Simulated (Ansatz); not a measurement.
Results of r²SCAN+SOC in Ansatz (PAW) for Bi2S3 (model structure, started from the beta Ga2O3 type, C2/m, No. 12, 10 atoms in the cell).

Numerical settings: plane-wave cutoff 560 eV, 8×8×4 k mesh (along the axes of the cell as run), Fermi–Dirac smearing 0.01 eV, PAW data made under PBE.

Cell (relaxed with PBEsol):

```yaml
crystal:
  lattice:
    - [8.33596, -2.04104, -1.53624]
    - [8.33596, 2.04104, -1.53624]
    - [-3.30805, 0.00000, 8.32205]
  atoms:
    - { symbol: Bi, position: [0.12712, 0.12712, 0.81488] }
    - { symbol: Bi, position: [0.87288, 0.87288, 0.18512] }
    - { symbol: Bi, position: [0.65735, 0.65735, 0.27934] }
    - { symbol: Bi, position: [0.34265, 0.34265, 0.72066] }
    - { symbol: S, position: [0.24018, 0.24018, 0.15556] }
    - { symbol: S, position: [0.75982, 0.75982, 0.84444] }
    - { symbol: S, position: [0.15196, 0.15196, 0.47369] }
    - { symbol: S, position: [0.84804, 0.84804, 0.52631] }
    - { symbol: S, position: [0.45951, 0.45951, 0.13395] }
    - { symbol: S, position: [0.54049, 0.54049, 0.86605] }
```

Task: Give the computed band gap and direct gap at Γ.

Result: 
* **band gap**: 1.06 eV (on the SCF k mesh)
* **direct gap at Γ**: 1.50 eV

Note: the relaxation could raise the start's symmetry but not lower it, so the cell can be a saddle point; cell and atoms aren't relaxed at this level (largest force component 0.14 eV/Å, pressure 2.1 GPa).

Computed values are for the static lattice.

Cost on a shared machine: about 30 core-minutes (a rough figure).

A model structure was made by putting elements into a prototype or built by hand; it is no filed structure, need not be a known phase, and can be a saddle point held by its symmetry.

Ansatz is an electronic-structure program.
